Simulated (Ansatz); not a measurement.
**Cu: response to strain**

Base system: Cu in the fcc (Cu type) structure (space group Fm-3m, No. 225; relaxed with 0.1 eV smearing).

```
CELL_PARAMETERS angstrom
      0.00000     1.78169     1.78169
      1.78169     0.00000     1.78169
      1.78169     1.78169     0.00000
ATOMIC_POSITIONS crystal
  Cu 0.00000 0.00000 0.00000
```

Cartesian axes are those of the cell as printed.

Strains are applied to the cell and any free atomic positions relax; under biaxial strain the out-of-plane vector relaxes too.

Level of theory: PBEsol (Ansatz, a first-principles code), no spin-orbit coupling, earlier PAW set.

Notes on the quantities. energy relative to the base: free energy F; pressure: mean of the normal stresses, compression positive.

| variant | space group | energy relative to the base | pressure | shortest interatomic distance |
|---|---|---|---|---|
| base | Fm-3m (No. 225) | 0 meV/atom | 0.0 GPa | 2.520 Å |
| biaxial strain −3.51 %, plane normal [111], relaxed out of plane | R-3m (No. 166) | +33 meV/atom | 9.6 GPa | 2.431 Å |
| biaxial strain +1.75 %, plane normal [111], relaxed out of plane | R-3m (No. 166) | +6.5 meV/atom | -3.3 GPa | 2.513 Å |
| isotropic strain +1.32 % | Fm-3m (No. 225) | +8.8 meV/atom | -6.0 GPa | 2.553 Å |
| isotropic strain +1.36 % | Fm-3m (No. 225) | +9.4 meV/atom | -6.2 GPa | 2.554 Å |
| uniaxial strain ε_xx = +0.72 % | I4/mmm (No. 139) | +0.4 meV/atom | -1.2 GPa | 2.520 Å |
| uniaxial strain ε_yy = +0.57 % | I4/mmm (No. 139) | +0.2 meV/atom | -0.9 GPa | 2.520 Å |
| uniaxial strain ε_zz = −4.66 % | I4/mmm (No. 139) | +17 meV/atom | 9.1 GPa | 2.462 Å |
| tensor shear ε_yz = −1.53 % | Immm (No. 71) | +3.1 meV/atom | 0.2 GPa | 2.481 Å |
| tensor shear ε_xy = −1.65 % | Immm (No. 71) | +3.6 meV/atom | 0.2 GPa | 2.478 Å |

No phonon test of stability was made. The final runs are not spin-polarised.
